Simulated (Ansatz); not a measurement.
N vacancy (V_N) (metastable zinc-blende AlN host)

Computed with PBE, PAW (plane waves to 420 eV; Ansatz, a program for electronic structure). A 2×2×2 supercell of 64 sites was used; the energies come from a 2×2×2 shifted sampling of its zone. Site at the start: the N site. Charged cells carry a point-charge image correction with potential alignment at far atoms. Dielectric constants: PBE linear response of the host. Host gap at this level: 3.31 eV. A cell of this size leaves errors of a few tenths of an eV. The semilocal functional narrows the gap, so deep levels can fall outside it. Spin–orbit coupling is left out. Each state is the lowest found from its start.

Formation energies E_f are given with the Fermi level at the valence-band maximum. Chemical conditions: Al-rich (Δμ(N) = -2.69 eV; only phases computed here count, gases as isolated molecules at 0 K); N-rich (Δμ(N) = 0.00 eV; only phases computed here count, gases as isolated molecules at 0 K). Reference phases: N: N2 molecule in a box.

```csv
charge,moment (μB),largest move off a lattice site (Å),image correction with alignment (eV),"E_f, Al-rich (eV)","E_f, N-rich (eV)"
+3†,not spin-polarised,0.41,1.63,–,–
+2†,1.0,0.22,0.68,–,–
+1,not spin-polarised,0.06,0.12,-0.42,2.27
0*,1.0,0.10,–,–,–
−1*,not spin-polarised,0.20,–,–,–
```

* At this level the carrier isn't localised at the defect: at charge 0 electrons occupy the conduction band; at charge −1 electrons occupy the conduction band. Such a state is shallow or no state of the defect, and this cell gives it no level.

† Not settled in this cell, so no level is given: charge +3: carriers not clearly localised, level within 0.1 eV of a band edge or past it; charge +2: carriers not clearly localised.

Flagged in the runs: a doubtful potential alignment.

All states together cost about 40 core-minutes (a rough figure).
